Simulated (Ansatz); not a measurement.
Defect: In-vacancy pair (In on one host Al site, one Al site vacant) in zinc-blende AlP, charge state -3. Calculation: PBE, PAW (plane waves to 420 eV; Ansatz, a program for electronic structure).

Settings: 64 host sites, the relaxed PBE lattice, a 2×2×2 k-point mesh shifted by half a step, smearing 0.01 eV, spin-restricted, no image-charge correction. Static, classical nuclei. The charge state is imposed; whether it is stable for some Fermi level was not computed. Forms of the defect that were not tried may lie lower.

Barriers: single points on a 3×3×3 k-point mesh shifted by half a step at the bands' geometries.

The step: one Al atom jumps into the vacancy from a nearby Al site (In-vacancy distance between ideal sites 3.90 Å throughout). Atoms about the jump, Cartesian Å from the middle of the jump, before and after:

```json
[
 {"atom": "Al1", "x0": "-1.32", "y0": "-1.32", "z0": "0.00", "x1": "1.32", "y1": "1.32", "z1": "0.00"},
 {"atom": "P2", "x0": "0.04", "y0": "0.22", "z0": "-1.08", "x1": "-0.22", "y1": "-0.04", "z1": "-1.08"},
 {"atom": "P3", "x0": "0.11", "y0": "2.64", "z0": "1.34", "x1": "0.01", "y1": "2.73", "z1": "1.44"},
 {"atom": "P4", "x0": "-2.73", "y0": "-0.01", "z0": "1.44", "x1": "-2.64", "y1": "-0.11", "z1": "1.34"},
 {"atom": "P5", "x0": "2.70", "y0": "0.06", "z0": "1.34", "x1": "2.75", "y1": "-0.03", "z1": "1.42"},
 {"atom": "P6", "x0": "0.03", "y0": "-2.75", "z0": "1.42", "x1": "-0.06", "y1": "-2.70", "z1": "1.34"},
 {"atom": "Al7", "x0": "-1.29", "y0": "1.43", "z0": "2.74", "x1": "-1.43", "y1": "1.29", "z1": "2.74"},
 {"atom": "Al8", "x0": "1.48", "y0": "-1.34", "z0": "2.74", "x1": "1.34", "y1": "-1.48", "z1": "2.74"},
 {"atom": "In9", "x0": "1.32", "y0": "-1.30", "z0": "-2.60", "x1": "1.30", "y1": "-1.32", "z1": "-2.60"}
]
```

Q: Give the saddle-point geometry and the barrier.

A: 
```
atom      x      y      z
----  -----  -----  -----
Al1    0.02   0.00   0.74
P2    -0.07   0.08  -1.50
P3    -0.03   2.54   1.43
P4    -2.54   0.03   1.43
P5     2.59  -0.09   1.42
P6     0.08  -2.60   1.41
Al7   -1.46   1.45   2.95
Al8    1.51  -1.51   2.94
In9    1.41  -1.41  -2.74
```
It lies 1.77 eV above the start and 1.77 eV above the end. The saddle point's order was not checked, and it lies on a symmetry element of the cell, where a band can be held.
